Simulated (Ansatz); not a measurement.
Levels about the gap of amorphous Hf18O36Cu (55 atoms in a cell of 702 Å³, 9.12 g/cm³; zone centre alone, so wide bands show as single levels with stretches between that a denser mesh fills), at the geometry that PBE relaxed, where it gives 0.0 GPa on a denser mesh. The participation number counts the atoms over which a state spreads; weights are charges in smoothed Voronoi cells. The levels come from a single point, so bond lengths are those of that geometry. Method of the levels: PBE, scalar-relativistic without spin-orbit coupling (Ansatz, a first-principles code). Sampling: the zone centre alone; Fermi-Dirac width 0.02 eV; collinear spin, started from a total moment of 1 μB (at the end a net moment of 1.0 μB). In the spin-polarised cell the level spacing at the Fermi energy can part levels of unlike spin.

A CHGNet melt-quench gave the starting glass, which DFT then relaxed. O atoms were pushed apart under 1.9 Å during the dynamics, to hinder bonds among them. The hot cell started wider than the set density and was brought back towards it in steps. It is the lowest in DFT energy of 2 quenches. It is a model cell: composition and starting density were chosen by hand, and all elements were melted together. No dispersion term was used. Its density started from a set value of 9.01 and ended at 9.12 g/cm³. The simulated quench (nominally 300 K/ps over its main leg) is rapid and tends to freeze in more defects than a deposited or slowly cooled glass has. A cell of this size samples the disorder only roughly. Volume and shape were free in the relaxation. On a 2×2×2 Γ-centred mesh force components of up to 0.19 eV/Å stay, since the relaxation ran on the zone centre alone.

| E - E(highest filled), eV | filling | spin | participation number | largest on | weight Cu | weight Hf | weight O |
|---|---|---|---|---|---|---|---|
| -2.13 | filled | up | 1.7 | Cu, 5 neighbours | 0.76 | 0.03 | 0.21 |
| -2.08 | filled | dn | 1.7 | Cu, 5 neighbours | 0.77 | 0.03 | 0.20 |
| -1.96 | filled | up | 2.0 | Cu, 5 neighbours | 0.69 | 0.03 | 0.28 |
| -1.88 | filled | dn | 1.9 | Cu, 5 neighbours | 0.72 | 0.02 | 0.26 |
| -1.63 | filled | up | 2.6 | Cu, 5 neighbours | 0.60 | 0.07 | 0.33 |
| -1.51 | filled | dn | 2.5 | Cu, 5 neighbours | 0.62 | 0.07 | 0.32 |
| 0.00 | filled | up | 12.4 | Hf, 6 neighbours | 0.13 | 0.48 | 0.39 |
| 0.64 | empty | dn | 20.3 | Cu, 5 neighbours | 0.10 | 0.48 | 0.42 |
| 1.16 | empty | up | 27.0 | Hf, 6 neighbours | 0.02 | 0.51 | 0.47 |
| 1.23 | empty | up | 24.6 | Hf, 7 neighbours | 0.02 | 0.60 | 0.38 |
| 1.24 | empty | dn | 33.8 | Hf, 6 neighbours | 0.01 | 0.55 | 0.43 |
| 1.27 | empty | dn | 16.6 | Hf, 6 neighbours | 0.04 | 0.60 | 0.36 |
| 1.41 | empty | up | 20.7 | Hf, 6 neighbours | 0.05 | 0.60 | 0.35 |
| 1.50 | empty | dn | 25.0 | Hf, 7 neighbours | 0.04 | 0.59 | 0.37 |

Most localised among these is the filled level at -2.08 eV, on a Cu atom, which has 5 neighbours (O 1.95 Å, O 2.00 Å, O 2.06 Å, O 2.28 Å, Hf 2.88 Å).
